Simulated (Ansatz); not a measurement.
The parent structure is KTaO3 in the cubic perovskite structure (space group Pm-3m, No. 221).

```
CELL_PARAMETERS angstrom
      3.98530     0.00000     0.00000
      0.00000     3.98530     0.00000
      0.00000     0.00000     3.98530
ATOMIC_POSITIONS crystal
  K  0.00000 0.00000 0.00000
  Ta 0.50000 0.50000 0.50000
  O  0.50000 0.00000 0.50000
  O  0.00000 0.50000 0.50000
  O  0.50000 0.50000 0.00000
```

Calculations: PBEsol in Ansatz (plane waves to 420 eV, PAW, no spin-orbit coupling).

Before the change:

The smallest direct gap is 2.75 eV and the band gap is 2.14 eV.

Perturbation: the cell is scaled by 0.9700 in all directions, atoms relaxed at fixed cell.

Task: What does the calculation give for the smallest direct gap after the change?

Result: The smallest direct gap rises by 0.106 eV (2.75 eV → 2.85 eV).

Task: How does this affect the energy relative to the base?

Result: The energy increases by 72 meV/atom.

Task: What happens to the band gap?

Result: The band gap grows by 0.18 eV to 2.32 eV.

Spin-orbit coupling, missing from the scalar runs, can matter with Ta. The cells carry an imposed strain or load. Stability against distortions was not tested.

Ansatz is an electronic-structure program.
